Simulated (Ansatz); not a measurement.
Functionals compared on the (21-33) surface of hcp Ru in its 1x1 cell, outermost plane spacing 0.13 Å in the ideal cut, in Ansatz (plane waves, PAW). The structure was relaxed with PBE; the other rows are single points on it, each with its references at the same level. Cutoff 420 eV (500 eV for r2SCAN).

Set-up: 28 atoms, 10.0 Å thick at the start (thin: gaps and levels are the slab's own); mesh 8x6x1; 0.1 eV smearing; dipole correction on; all atoms relaxed; held to the start's symmetry, so lower structures may exist; no spin, no spin-orbit, no U. These notes are the PBE run's.

```csv
functional,surface energy (J/m²),work function of the top face (eV),rough cost of the single point
PBE,3.16,4.68,–
LDA,[?],[?],around 6 core-minutes (rough)
PBEsol,3.61,4.79,very roughly 6 core-minutes
RPBE,2.90,4.51,roughly 5 core-minutes
r2SCAN,3.40,4.68,very roughly 9 core-minutes
```

Task: What belongs in the gaps?

Result: 
- LDA, surface energy (J/m²): 3.78
- LDA, work function of the top face (eV): 5.03

Ansatz is an electronic-structure program.
